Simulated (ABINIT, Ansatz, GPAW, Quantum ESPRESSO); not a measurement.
## Code comparison for ZrGeSe (P4/nmm, 6 atoms in the cell)

Self-consistent single point.

```yaml
crystal:
  lattice:
    - [3.63083, 0.00000, 0.00000]
    - [0.00000, 3.63083, 0.00000]
    - [0.00000, 0.00000, 8.16948]
  atoms:
    - { symbol: Zr, position: [0.00000, 0.50000, 0.73901] }
    - { symbol: Zr, position: [0.50000, 0.00000, 0.26099] }
    - { symbol: Ge, position: [0.00000, 0.00000, 0.00000] }
    - { symbol: Ge, position: [0.50000, 0.50000, 0.00000] }
    - { symbol: Se, position: [0.50000, 0.00000, 0.62245] }
    - { symbol: Se, position: [0.00000, 0.50000, 0.37755] }
```

Shared settings, as Ansatz (a first-principles code) writes them: kpoints.mp_grid.grid = 3 3 2; scf.occupations.method = gaussian; scf.occupations.width = 0.1 eV. Potentials and cutoffs stand in the table.

```tsv
code	model	pressure (GPa)	largest force (eV/Å)	cutoff
GPAW	LDA (Perdew-Wang 92), GPAW PAW datasets LDA (gpaw-data 1.0.1)	3.62	0.228	550 eV
ABINIT	LDA (PW92), PAW (JTH v2.0 LDA PAW)	3.68	0.218	571 eV
Ansatz	LDA (PW92), PAW files made with PBE	3.97	0.217	default
Quantum ESPRESSO	LDA (PZ), PSlibrary PAW (LDA) pseudopotentials	4.49	0.233	55 Ry
```

Size of the force on each atom (eV/Å): Sizes of forces hide their directions.

```csv
code,Zr1,Zr2,Ge3,Ge4,Se5,Se6
GPAW,0.228,0.228,0.000,0.000,0.077,0.077
ABINIT,0.218,0.218,0.000,0.000,0.113,0.113
Ansatz,0.217,0.217,0.000,0.000,0.101,0.101
Quantum ESPRESSO,0.233,0.233,0.000,0.000,0.117,0.117
```

The spread over the programs that give each value: pressure within 0.87 GPa; largest force within 0.016 eV/Å.

Ansatz's pressure is given at a fixed set of plane waves, as the other plane-wave codes print theirs; with its correction for the finite basis it is 4.00 GPa. The same LDA comes in different parametrisations, which differ slightly.

On the base mesh (6 6 3) the same programs gave: Ansatz pressure 2.56 GPa; Quantum ESPRESSO pressure 3.04 GPa; ABINIT pressure 2.27 GPa; GPAW pressure 2.19 GPa.

The values differ from the base mesh's, so the mesh still matters here: the table compares the programs at equal settings.

The starting cell comes from a database of computed structures (which also holds hypothetical and non-ambient phases and stackings), without a prior relaxation at this level. Its lattice was rescaled by a random factor within 2.5 % of one.

Keys are those of Ansatz 0.2.
